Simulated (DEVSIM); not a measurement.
Structure: abrupt Si n-p junction, at 350 K.

| layer (left to right) | material | thickness (μm) | Nd (cm⁻³) | Na (cm⁻³) | τn (s) | τp (s) |
|---|---|---|---|---|---|---|
| 1 | Si | 0.230 | 1.4e17 | - | 7.6e-5 | 7.6e-5 |
| 2 | Si | 35.0 | - | 2.2e16 | 7.6e-5 | 7.6e-5 |

Left contact: ohmic. Right contact: ohmic. Voltage is applied to the left contact. Recombination: SRH at mid-gap. Gap narrowing is on: ΔEg = 6.92 meV × (l + √(l² + 0.5)), l = ln(N/1.3e17 cm⁻³), shared equally by both band edges. Mobility is constant in doping.

Constants are typed, rounded textbook-type inputs, not results; the design itself was drawn at random and stands for no fabricated device. Values at 300 K; Nc and Nv go as T^1.5, mobilities as T to minus their exponent, the gap by Varshni's rule with the affinity fixed.

```tsv
parameter	Si
gap (eV)	1.124
affinity (eV)	4.05
permittivity	11.7
Nc (cm⁻³)	2.86e19
Nv (cm⁻³)	3.1e19
μn (cm²/Vs)	1417
μp (cm²/Vs)	470
T exponent of μn	2.3
T exponent of μp	2.2
Varshni α (eV/K)	0.000473
Varshni β (K)	636
```

Model (solved in DEVSIM): 1D drift-diffusion, Boltzmann statistics, complete ionisation; no tunnelling, impact ionisation, image-force lowering or self-heating.

Q: Tabulate band edges, carrier densities and field at 5.0 V on the left contact.

A: Energies count from the Fermi level of the right contact; mesh points crowd at the junctions.

| x (μm) | Ec (eV) | Ev (eV) | n (cm⁻³) | p (cm⁻³) | field (V/cm) |
|---|---|---|---|---|---|
| 0.000 | -4.833 | -5.938 | 1.4e17 | 1200000 | ≈ 0 |
| 0.02397 | -4.833 | -5.938 | 1.4e17 | 1000000 | ≈ 0 |
| 0.06986 | -4.833 | -5.938 | 1.4e17 | 640000 | 29 |
| 0.1405 | -4.820 | -5.926 | 9.3e16 | 120000 | 9800 |
| 0.2068 | -4.396 | -5.501 | 7.2e10 | 18000 | 130000 |
| 0.2300 | -4.027 | -5.137 | 360000 | 14000 | 180000 |
| 0.2560 | -3.564 | -4.674 | 900 | 15000 | 170000 |
| 0.3447 | -2.161 | -3.271 | 930 | 19000 | 140000 |
| 0.4949 | -0.393 | -1.503 | 1000 | 31000 | 92000 |
| 0.8077 | 0.879 | -0.230 | 10000 | 1.9e16 | 1700 |
| 1.512 | 0.884 | -0.226 | 150000 | 2.2e16 | ≈ 0 |
| 3.679 | 0.884 | -0.226 | 570000 | 2.2e16 | ≈ 0 |
| 7.741 | 0.884 | -0.226 | 1400000 | 2.2e16 | ≈ 0 |
| 15.90 | 0.884 | -0.226 | 2900000 | 2.2e16 | ≈ 0 |
| 27.81 | 0.884 | -0.226 | 5300000 | 2.2e16 | ≈ 0 |
| 31.82 | 0.884 | -0.226 | 6000000 | 2.2e16 | ≈ 0 |
| 33.61 | 0.884 | -0.226 | 6400000 | 2.2e16 | ≈ 0 |
| 34.46 | 0.884 | -0.226 | 6600000 | 2.2e16 | ≈ 0 |
| 34.97 | 0.884 | -0.226 | 6600000 | 2.2e16 | ≈ 0 |
| 35.12 | 0.884 | -0.226 | 6700000 | 2.2e16 | ≈ 0 |
| 35.19 | 0.884 | -0.226 | 6700000 | 2.2e16 | ≈ 0 |
| 35.23 | 0.884 | -0.226 | 6700000 | 2.2e16 | ≈ 0 |
